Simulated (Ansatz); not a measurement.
Response to strain in Cu

The reference is Cu in the fcc (Cu type) structure (space group Fm-3m, No. 225; a = 3.518 Å; relaxed with 0.1 eV smearing). Axes: x, y, z lie along the cube axes.

Strains are applied to the cell and any free atomic positions relax; under biaxial strain the out-of-plane vector relaxes too.

Calculations: plane-wave PAW DFT at the LDA level (Ansatz, an electronic-structure program, 420 eV), spin-orbit coupling left out.

Candidates:
(a) biaxial strain +2.08 %, plane normal [111], relaxed out of plane
(b) biaxial strain +1.67 %, plane normal [111], relaxed out of plane
(c) biaxial strain −0.42 %, plane normal [111], relaxed out of plane

Q: Order them by out-of-plane strain, highest first.

A: (c) biaxial strain −0.42 %, plane normal [111], relaxed out of plane (+0.31 %), (b) biaxial strain +1.67 %, plane normal [111], relaxed out of plane (-1.26 %), (a) biaxial strain +2.08 %, plane normal [111], relaxed out of plane (-1.58 %)

Whether these cells are dynamically stable was not tested. All final runs are without spin polarisation.
